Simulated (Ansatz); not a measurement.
The density of states at the Fermi level in a series of structures.

Cell A: a sheet of composition Be, 1 atom, hexagonal cell of 2.13 Å (3.9 Å²), symmetry P6/mmm, 0.0 Å thick under 16 Å of vacuum, in-plane vectors relaxed; planes from bottom to top: Be; a model cell; spin state with PBE: run without spin, k-point mesh 36×36×1.
```yaml
crystal:
  lattice:
    - [2.13032, 0.00000, 0.00000]
    - [-1.06516, 1.84491, 0.00000]
    - [0.00000, 0.00000, 16.00000]
  atoms:
    - { symbol: Be, position: [0.00000, 0.00000, 0.50000] }
```

Cell B: a sheet of composition Be2, 2 atoms, hexagonal cell of 3.68 Å (11.7 Å²), symmetry P6/mmm, 0.0 Å thick under 16 Å of vacuum, in-plane vectors relaxed; planes from bottom to top: Be2, all atoms in one plane; a model cell; spin state with PBE: run without spin, k-point mesh 24×24×1.
```yaml
crystal:
  lattice:
    - [3.67546, 0.00000, 0.00000]
    - [-1.83773, 3.18304, 0.00000]
    - [0.00000, 0.00000, 16.00000]
  atoms:
    - { symbol: Be, position: [0.33333, 0.66667, 0.50000] }
    - { symbol: Be, position: [0.66667, 0.33333, 0.50000] }
```

Cell C: a sheet of composition Be3, 3 atoms, hexagonal cell of 4.12 Å (14.7 Å²), symmetry P6/mmm, 0.0 Å thick under 16 Å of vacuum, in-plane vectors relaxed; planes from bottom to top: Be3, all atoms in one plane; a model cell; spin state with PBE: run without spin, k-point mesh 18×18×1.
```
CELL_PARAMETERS angstrom
      4.11639     0.00000     0.00000
     -2.05819     3.56490     0.00000
      0.00000     0.00000    16.00000
ATOMIC_POSITIONS crystal
  Be 0.50000 0.00000 0.50000
  Be 0.00000 0.50000 0.50000
  Be 0.50000 0.50000 0.50000
```

Computed with Ansatz (plane waves, PAW), its default PAW set, cutoff 420 eV. The structures are at rest with PBE. Neutral cells; Fermi-Dirac smearing of at most 0.10 eV in the solids, energies taken to zero width. A dispersion term ran beside these levels; it doesn't touch the electrons. Both spins, broadened by a Gaussian of 0.2 eV on the run's mesh.

Question: Give the density of states at the Fermi level (states/eV per atom) at the level PBE, cell by cell.

Answer: 
```csv
system,PBE
A,0.36
B,0.69
C,0.47
```

With PBE the value is lowest for A and highest for B.

Ansatz is an electronic-structure program.
